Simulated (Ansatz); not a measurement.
AlN (model structure, started from the BN type, Pm-3n, No. 223, 12 atoms in the cell): properties by level of theory

```csv
level (code),equilibrium lattice constant a (Å),cohesive energy (eV/atom)
LDA (Ansatz),5.300,?
PBE (Ansatz),5.373,5.61
r²SCAN+rVV10 (Ansatz),?,5.80
```

Task: Fill in the missing entries.

Result: 
- LDA (Ansatz, an electronic-structure program), cohesive energy (eV/atom): 6.47
- r²SCAN+rVV10 (Ansatz), equilibrium lattice constant a (Å): 5.323

Ansatz's density-functional and Hartree–Fock values are scalar-relativistic unless marked +SOC, with PAW data made under PBE.

Free atoms are spin-polarised, in the lowest state found; at levels without +SOC their spin–orbit coupling is left out.

Static lattice: no zero-point or thermal effects.

A model structure was made by putting elements into a prototype or built by hand; it is no filed structure, need not be a known phase, and can be a saddle point held by its symmetry.
